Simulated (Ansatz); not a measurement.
## A computed series for hypothetical zinc blende CsBr: pressure series

The parent structure is CsBr in the zinc blende structure (space group F-43m, No. 216; a hypothetical phase, not in the database extracts checked).

```
CsBr
1.0
    0.00000     4.08241     4.08241
    4.08241     0.00000     4.08241
    4.08241     4.08241     0.00000
Br Cs
1 1
Cartesian
  6.12362   6.12362   6.12362
  0.00000   0.00000   0.00000
```

Cell and atoms are relaxed at each pressure.

The values are results of r2SCAN (Ansatz, a program for electronic structure, PAW, no spin-orbit coupling), not measurements.

```
variant             gap character   electron mass  width of the top valence band  band gap     density
----------------  ---------------  --------------  -----------------------------  --------  ----------
base              indirect, W → Γ  0.51 mₑ (at Γ)                        0.19 eV   4.56 eV  2.60 g/cm³
pressure −1 GPa   indirect, W → Γ  0.56 mₑ (at Γ)                        0.07 eV   4.33 eV  2.04 g/cm³
pressure 1.8 GPa  indirect, W → Γ  0.48 mₑ (at Γ)                        0.35 eV   4.67 eV  3.05 g/cm³
pressure 4.2 GPa  indirect, X → Γ  0.46 mₑ (at Γ)                        0.53 eV   4.71 eV  3.45 g/cm³
pressure 9 GPa    indirect, X → Γ  0.44 mₑ (at Γ)                        0.86 eV   4.68 eV  3.99 g/cm³
pressure 18 GPa   indirect, X → Γ  0.41 mₑ (at Γ)                        1.40 eV   4.52 eV  4.71 g/cm³
pressure 30 GPa   indirect, X → Γ  0.39 mₑ (at Γ)                        2.01 eV   4.26 eV  5.42 g/cm³
pressure 45 GPa   indirect, X → Γ  0.38 mₑ (at Γ)                        2.68 eV   3.93 eV  6.12 g/cm³
pressure 60 GPa   indirect, X → Γ  0.37 mₑ (at Γ)                        3.28 eV   3.62 eV  6.71 g/cm³
```

Load acts through the strain it causes; cell and atoms are relaxed under it. Effective masses come from finite differences of ±0.01 Å⁻¹. Whether these cells are dynamically stable was not tested. Competing high-pressure phases were not computed.
